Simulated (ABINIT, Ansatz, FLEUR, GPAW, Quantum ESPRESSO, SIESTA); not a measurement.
**One structure in several programs: Zr₂Al₃Zn (R-3m, 6 atoms in the cell)**

Self-consistent single point.

```yaml
crystal:
  lattice:
    - [2.66596, 1.53919, 4.26785]
    - [-2.66596, 1.53919, 4.26785]
    - [0.00000, -3.07839, 4.26785]
  atoms:
    - { symbol: Zr, position: [0.62451, 0.62451, 0.62451] }
    - { symbol: Zr, position: [0.37549, 0.37549, 0.37549] }
    - { symbol: Al, position: [0.00000, 0.50000, 0.00000] }
    - { symbol: Al, position: [0.00000, 0.00000, 0.50000] }
    - { symbol: Al, position: [0.50000, 0.00000, 0.00000] }
    - { symbol: Zn, position: [0.00000, 0.00000, 0.00000] }
```

All programs got the same cell, k-point mesh and kind of occupations (in Ansatz's words: kpoints.mp_grid.grid = 7 7 7; scf.occupations.method = gaussian; scf.occupations.width = 0.136 eV); potentials, basis and cutoffs are each program's usual ones.

| code | model | pressure (GPa) | largest force (eV/Å) | k-points | cutoff |
|---|---|---|---|---|---|
| Ansatz | PBEsol, PAW files made with PBE | -3.52 | 0.041 | 44 | 420 eV |
| GPAW | PBEsol, GPAW PAW datasets PBEsol (made by gpaw-setup) | -3.46 | 0.039 | 44 | 850 eV |
| FLEUR | PBEsol, all-electron FLAPW (FLEUR), scalar-relativistic valence | – | 0.040 | 44 | Kmax 4.4 1/bohr |
| ABINIT | PBEsol, PAW (JTH v2.0 PBE PAW, files made for PBE) | -3.42 | 0.040 | 44 | 30 Ha |
| Quantum ESPRESSO | PBEsol, PSlibrary PAW (PBE) pseudopotentials | -3.78 | 0.040 | 44 | 55 Ry |
| SIESTA | GGA PBEsol, numerical atomic orbitals DZP, PseudoDojo PBEsol standard norm-conserving potentials (rewritten from UPF to PSML) | -4.15 | 0.041 | 172 | grid 350 Ry |

A dash marks a value that a program does not give, or that is left out as unsure.

The spread over the programs that give each value: pressure within 0.73 GPa; largest force within 0.002 eV/Å.

The starting cell comes from a database of computed structures (which also holds hypothetical and non-ambient phases and stackings), without a prior relaxation at this level. Its lattice was rescaled by a random factor within 2.5 % of one. On Ansatz's run: In the base run, with a pressure of about -3 GPa the cell is away from its equilibrium volume at this level.

Task: Why do the programs differ, and what cannot be compared?

Result: Differences of this kind can come from the potentials, where these differ, and from what each basis and cutoff leave unconverged. The valence holds different numbers of electrons (Ansatz (a first-principles code) 45, GPAW 45, FLEUR 45, ABINIT 45, Quantum ESPRESSO 45, SIESTA 53). The zero of total energies and Fermi levels follows the potentials and each program's conventions, so they are not compared here. SIESTA uses small atom-centred bases, whose incompleteness enters pressures, forces and empty levels differently from a plane-wave cutoff. FLEUR treats all electrons, but the usual bases taken here (sphere radii, linearisation, local orbitals, empty states) were not tested for convergence, so the values are no reference for the others. Ansatz's pressure is given at a fixed set of plane waves, as the other plane-wave codes print theirs. The programs reduce the same mesh by symmetry to different extents, which changes the work and not the result.

Left out of this page: Elk (not drawn, or without a comparable value).

Keys are those of Ansatz 0.2.
